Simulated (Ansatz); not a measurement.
## What isotropic strain +2.40 % does to HfO2

The parent structure is HfO$_{2}$ (space group P4_2/nmc, No. 137; a = 3.568 Å, c = 5.167 Å).

The change: every lattice vector is stretched by 2.40 %, atoms relaxed at fixed cell.

Calculations: PBEsol (Ansatz, an electronic-structure program; PAW; 420 eV plane waves; no spin-orbit coupling), earlier PAW set. Settings: 9×9×7 k-points, 0.05 eV Fermi–Dirac smearing.

The volume per atom grows by 0.81 Å³ (10.96 Å³ → 11.77 Å³) and the shortest interatomic distance rises by 1.4 pm (206.2 pm → 207.6 pm). The energy grows by 34 meV/atom and the pressure (mean of the normal stresses, compression positive) goes from zero to -12.42 GPa. The band gap decreases by 0.14 eV, from 4.57 eV to 4.43 eV and the gap character changes from indirect, A → Γ to indirect, k = (0.222, 0.222, 0) in the run's primitive reciprocal basis → Γ. The electron mass changes from 0.94 mₑ along c, 0.79 mₑ across (at Γ) to 2.0 mₑ along c, 0.60 mₑ across (at Γ).

Final structure:

```
CELL_PARAMETERS angstrom
      3.65315     0.00000     0.00000
      0.00000     3.65315     0.00000
      0.00000     0.00000     5.29069
ATOMIC_POSITIONS crystal
  Hf 0.00000 0.00000 0.00000
  Hf 0.50000 0.50000 0.50000
  O  0.00000 0.50000 0.18646
  O  0.00000 0.50000 0.68646
  O  0.50000 0.00000 0.31354
  O  0.50000 0.00000 0.81354
```

Spin-orbit coupling, missing from the scalar runs, can matter with Hf. Masses are band curvatures over ±0.01 Å⁻¹ around the edge. No phonon test of stability was made. This is not the structure that HfO2 has at room temperature and ambient pressure.
